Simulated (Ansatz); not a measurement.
Take ScAl3 in the Cu3Au type structure (space group Pm-3m, No. 221; a = 4.033 Å; relaxed with 0.1 eV smearing) as the base. Axes: x, y, z lie along the cube axes.

The values are results of LDA, PAW, 420 eV (Ansatz, an electronic-structure program; spin-orbit coupling left out), not measurements.

Strains are applied to the cell and any free atomic positions relax.

One change was made to it. Results:

```json
[
 {"quantity": "pressure (mean of the normal stresses, compression positive)", "base": "0.0 GPa", "after": "-0.6 GPa"},
 {"quantity": "energy relative to the base (free energy F)", "base": "0 meV/atom", "after": "+0.4 meV/atom"},
 {"quantity": "shortest interatomic distance", "base": "2.852 Å", "after": "2.852 Å"}
]
```

Problem. Name the change that was made.
A. uniaxial strain ε_zz = +3.00 %
B. uniaxial strain ε_zz = +0.60 %
C. uniaxial strain ε_zz = +2.40 %
D. uniaxial strain ε_zz = +1.80 %

Solution. B, uniaxial strain ε_zz = +0.60 %. For comparison, the energy relative to the base in the other runs: uniaxial strain ε_zz = +2.40 % gives +5.6 meV/atom; uniaxial strain ε_zz = +1.80 % gives +3.2 meV/atom; uniaxial strain ε_zz = +3.00 % gives +8.7 meV/atom.

No phonon test of stability was made. All final runs are without spin polarisation.
